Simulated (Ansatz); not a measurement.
Start from CaO in the rock salt structure (space group Fm-3m, No. 225; a = 4.767 Å). Axes: x, y, z lie along the cube axes.

Level of theory: plane-wave PAW DFT at the PBEsol level (Ansatz, an electronic-structure program, 420 eV), no spin-orbit coupling.

Perturbation: the cell is scaled by 1.0150 in all directions, atoms relaxed at fixed cell.

**Question.** Predict the stress tensor and what it implies for the stiffness.

**Answer.** Stress of the strained cell less that of the base (GPa, compression positive):
```
  -4.68    0.00    0.00
   0.00   -4.68    0.00
   0.00    0.00   -4.68
```

Then B = −ΔP/(ΔV/V₀) with ΔV/V₀ = 0.0457 gives secant stiffness values (nonlinear terms included at this strain): B ≈ 102 GPa.

As a check, the harmonic strain energy −½ V₀ Δσ:ε is 8.9 meV/atom; the computed energy rise is 9.4 meV/atom.

Stability against distortions was not tested.
